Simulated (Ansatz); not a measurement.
## Response to strain in Ta

The parent structure is Ta in the bcc (W type) structure (space group Im-3m, No. 229; a = 3.282 Å; relaxed with 0.1 eV smearing). Axes: x, y, z lie along the cube axes.

Strains are applied to the cell and any free atomic positions relax; under biaxial strain the out-of-plane vector relaxes too.

Levels (all Ansatz, a quantum-chemistry and plane-wave program, PAW): PBEsol (420 eV, no spin-orbit coupling); r2SCAN (500 eV, spin-orbit coupling left out).

Pressures by level, all at the geometries relaxed with PBEsol:

```csv
case,PBEsol,r2SCAN
base,0.0 GPa,4.5 GPa
"biaxial strain +3.63 %, plane normal [110], relaxed out of plane",-5.3 GPa,[?]
isotropic strain −5.09 %,43.4 GPa,49.7 GPa
isotropic strain −1.83 %,12.7 GPa,[?]
uniaxial strain ε_zz = +4.11 %,-7.6 GPa,[?]
tensor shear ε_xy = +0.81 %,0.0 GPa,[?]
```

Question: Complete the table.

Answer: 
- biaxial strain +3.63 %, plane normal [110], relaxed out of plane, r2SCAN: -1.1 GPa
- isotropic strain −1.83 %, r2SCAN: 17.9 GPa
- uniaxial strain ε_zz = +4.11 %, r2SCAN: -3.5 GPa
- tensor shear ε_xy = +0.81 %, r2SCAN: 4.6 GPa

Single points use the geometry relaxed with PBEsol. Their cutoffs differ, which shifts pressures a little. Whether these cells are dynamically stable was not tested. The final runs are not spin-polarised.
